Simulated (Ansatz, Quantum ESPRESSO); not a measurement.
## KP2Ru2 (I4/mmm, 5 atoms in the cell) computed with different codes at matched settings

Self-consistent single point.

```
CELL_PARAMETERS angstrom
     -2.01597     2.01597     6.26052
      2.01597    -2.01597     6.26052
      2.01597     2.01597    -6.26052
ATOMIC_POSITIONS crystal
  K  0.00000 0.00000 0.00000
  P  0.33872 0.33872 0.00000
  P  0.66128 0.66128 0.00000
  Ru 0.75000 0.25000 0.50000
  Ru 0.25000 0.75000 0.50000
```

Shared settings, as Ansatz (an electronic-structure program) writes them: kpoints.mp_grid.grid = 7 7 7; scf.occupations.method = fermi_dirac; scf.occupations.width = 0.136 eV. Potentials and cutoffs stand in the table.

```csv
code,model,pressure (GPa),largest force (eV/Å),cutoff
Ansatz,"LDA (PW92), PAW files made with PBE",-4.87,0.259,420 eV
Quantum ESPRESSO,"LDA (PZ), GBRV 1.5 ultrasoft (LDA) pseudopotentials",-5.18,0.243,40 Ry
```

On Ansatz's run: spin polarisation is off; with an odd number of electrons in the cell that forces a metal, and a magnetic state may lie lower.

The spread over the programs that give each value: pressure within 0.31 GPa; largest force within 0.016 eV/Å.

Ansatz's pressure is given at a fixed set of plane waves, as the other plane-wave codes print theirs; with its correction for the finite basis it is -4.78 GPa. The same LDA comes in different parametrisations, which differ slightly.

The starting cell comes from a database of computed structures (which also holds hypothetical and non-ambient phases and stackings), without a prior relaxation at this level. Its lattice was rescaled by a random factor within 2.5 % of one.

Keys are those of Ansatz 0.2.
